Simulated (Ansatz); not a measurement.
Structures of equal composition on the (111) surface of fcc Ag: a layer of Au in place of the second plane; a layer of Au in place of the third plane. The slabs share one bottom face, and each structure is named by its start. These are constructed structures in small cells; real faces may alloy, dewet or reconstruct in larger ones, and not all known structures of the face are among them. Slabs of about 12 Å, Fermi-Dirac smearing of 0.1 eV. Bottom of the slabs: a bare face, its two planes held. Relaxed from the named starts with such symmetry as they have, on meshes of like density; energies extrapolated to zero smearing; spin only where a row says so; no spin-orbit coupling, no U. Brackets mark spin-polarised runs, whose order is one that fits the cell.

Calculation: PBE (plane waves to 420 eV, PAW; Ansatz, a quantum-chemistry and plane-wave program).

### Question
Put the candidates in order of energy per 1x1 cell, lowest first, for PBE.

### Answer
a layer of Au in place of the third plane (0.000 eV), a layer of Au in place of the second plane (0.034 eV)
